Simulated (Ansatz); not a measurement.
Consider Ru3W (space group P6_3/mmc, No. 194; a = 5.4440 Å, c = 4.3242 Å; a cell from a computed database, its experimental status unchecked). Axes: x lies along a and z along c of the hexagonal cell.

Computed with Ansatz (a first-principles code), PBEsol, PAW, cutoff 420 eV, no spin-orbit coupling.

For the base:

```
Item               Result
---------------  --------
Volume per atom  13.87 Å³
Band gap             zero
```

The change: uniaxial stress, 2 GPa compression along x; all other stress components relax to zero.

Task: What happens to the volume per atom, energy relative to the base and band gap?

Result: The volume per atom drops by 0.028 Å³ to 13.85 Å³; the energy increases by 0.4 meV/atom; the band gap remains zero.

Without a gap, meshes like the base's 10×10×11 leave anisotropic stresses uncertain by several tenths of a GPa, and small strain energies with them. Load acts through the strain it causes; cell and atoms are relaxed under it. Stability under load was not tested beyond the relaxation. The final runs are not spin-polarised.
